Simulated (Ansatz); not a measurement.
We consider L1₂ (Cu3Au-type) Al3Sc, described by HSE06 (PAW; Ansatz, a program for electronic structure).

Run with plane-wave cutoff 460 eV, 8×8×8 k mesh, Fermi–Dirac smearing 0.05 eV, scalar-relativistic PAW data made under PBE.

Cell (relaxed at this level):

```cif
data_Al3Sc
_chemical_formula_sum 'Sc1 Al3'
_space_group_name_H-M_alt 'P 1'
_space_group_IT_number 1
_cell_length_a 4.09277
_cell_length_b 4.09277
_cell_length_c 4.09277
_cell_angle_alpha 90.000
_cell_angle_beta 90.000
_cell_angle_gamma 90.000
loop_
_space_group_symop_operation_xyz
  'x, y, z'
loop_
_atom_site_label
_atom_site_type_symbol
_atom_site_fract_x
_atom_site_fract_y
_atom_site_fract_z
_atom_site_occupancy
Sc1 Sc 0.00000 0.00000 0.00000 1
Al1 Al 0.00000 0.50000 0.50000 1
Al2 Al 0.50000 0.00000 0.50000 1
Al3 Al 0.50000 0.50000 0.00000 1
```

Question: Give the computed bulk modulus and pressure derivative B′ of the bulk modulus.

Answer: 
bulk modulus: 91.7 GPa
pressure derivative B′ of the bulk modulus: 4.2

Measured, for comparison: bulk modulus 91.5 ± 1 GPa (298 K, not corrected to a static lattice, polycrystal; as tabulated in A Combined Experimental and First-Principles Based Assessment of …). Computed (rounded) less measured: bulk modulus +0.2 % (inside the measured uncertainty).

Computed values are for the static lattice.
